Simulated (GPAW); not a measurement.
GPAW run on Ta₂InC (P6_3/mmc, 8 atoms in the cell): self-consistent single point.

Method: PBEsol, GPAW PAW datasets PBEsol (made by gpaw-setup) (plane waves; GPAW).

```xyz
8
Lattice="3.1675 0.0000 0.0000 -1.5838 2.7431 0.0000 0.0000 0.0000 14.5335" Properties=species:S:1:pos:R:3 pbc="T T T"
Ta     1.5838     0.9144     8.4726
Ta     0.0000     1.8288     6.0609
Ta     0.0000     1.8288     1.2058
Ta     1.5838     0.9144    13.3276
In     1.5838     0.9144     3.6334
In     0.0000     1.8288    10.9001
C      0.0000     0.0000     7.2667
C      0.0000     0.0000     0.0000
```

Reference input (self-consistent single point, DFT LDA (Perdew-Wang 92), plane waves, GPAW PAW datasets LDA (gpaw-data 1.0.1)): mode = pw; ecut = 950 eV; xc = LDA; kpts = 7 7 2; mesh shift (steps) = 0 0 0; occupations.name = methfessel-paxton; occupations.width = 0.1 eV; occupations.order = 0; nbands = -16; convergence.density = 1e-05 e/electron; symmetry.symmorphic = false; symmetry.tolerance = 0.0005. This run's input differs from it in these lines:

```diff
@@ -19,3 +19,3 @@
 calc = GPAW(mode=PW(950),
-            xc='LDA',
+            xc='PBEsol',
             kpts={'size': (7, 7, 2), 'gamma': True},
```

Its files differ too (potentials: GPAW PAW datasets PBEsol (made by gpaw-setup)).

Output (repeated stretches shortened):

```
     iter     time        total  log10-change:
                         energy   eigst   dens
iter:   1 --:--:--   -76.481035
iter:   2 --:--:--   -74.888060   -1.12  -1.20
iter:   3 --:--:--   -72.039002   -0.44  -1.24
iter:   4 --:--:--   -71.768952   -1.66  -1.47
iter:   5 --:--:--   -71.978533   -1.44  -1.56
iter:   6 --:--:--   -71.909531   -1.47  -1.69
iter:   7 --:--:--   -71.724463   -1.96  -1.90
iter:   8 --:--:--   -71.724133   -3.09  -2.40
iter:   9 --:--:--   -71.717166c  -3.64  -2.59
iter:  10 --:--:--   -71.712472c  -3.45  -2.74
iter:  11 --:--:--   -71.712405c  -4.28  -3.26
iter:  12 --:--:--   -71.712220c  -4.69  -3.31
iter:  13 --:--:--   -71.711991c  -4.90  -3.29
   [... 5 lines left out ...]
iter:  19 --:--:--   -71.712017c  -6.54  -4.15
iter:  20 --:--:--   -71.712004c  -6.04  -4.25
iter:  21 --:--:--   -71.711995c  -6.80  -4.22
iter:  22 --:--:--   -71.711998c  -6.83  -4.37
iter:  23 --:--:--   -71.712001c  -7.96c -4.42
iter:  24 --:--:--   -71.712010c  -7.17  -4.54
iter:  25 --:--:--   -71.712010c  -7.96c -4.66
iter:  26 --:--:--   -71.712011c  -7.41c -4.79
iter:  27 --:--:--   -71.712010c  -8.21c -4.90
iter:  28 --:--:--   -71.712005c  -8.35c -5.14c
Converged after 28 iterations.

Dipole moment: (0.000000, 0.000000, -0.000000) |e|*Ang

Energy contributions relative to reference atoms: (reference = -2018035.703612)

Kinetic:        +51.135716
Potential:      -53.278404
External:        +0.000000
XC:             -68.940747
Entropy (-ST):   -0.031429
Local:           -0.612856
SIC:             +0.000000
--------------------------
Free energy:    -71.727719
Extrapolated:   -71.712005

Showing only first 2 kpts
 Kpt  Band  Eigenvalues  Occupancy
  0    41     10.99786    2.00000
  0    42     11.00713    2.00000
  0    43     11.00713    2.00000
  0    44     12.62234    0.00000

  1    41     11.00276    2.00000
  1    42     11.00276    2.00000
  1    43     11.00276    2.00000
  1    44     12.68497    0.00000

Fermi level: 11.48196

No gap
   [... lines left out ...]
  2 Ta    0.00000    0.00000   -0.52003
  3 Ta   -0.00000   -0.00000    0.52003
  4 In    0.00000   -0.00000    0.00000
  5 In    0.00000    0.00000   -0.00000
  6 C    -0.00000   -0.00000    0.00000
  7 C     0.00000   -0.00000    0.00000

Stress tensor:
     0.033729     0.000000     0.000000
     0.000000     0.033729     0.000000
     0.000000     0.000000     0.050125
Stress (GPa, Voigt): [5.404 5.404 8.031 0.    0.    0.   ]
```

The run converged in 28 iterations. GPAW prints stress with tension positive. Against the reference run the largest force goes from 0.793 to 0.520 eV/Å.

At such cutoffs GPAW's stress carries a finite-basis (Pulay) error, which enters relaxed cells too; its log prints stress with tension positive.

The starting cell comes from a database of computed structures (which also holds hypothetical and non-ambient phases and stackings), without a prior relaxation at this level. Spin polarisation is off.

Cost on one core of a shared machine: roughly 3 min.
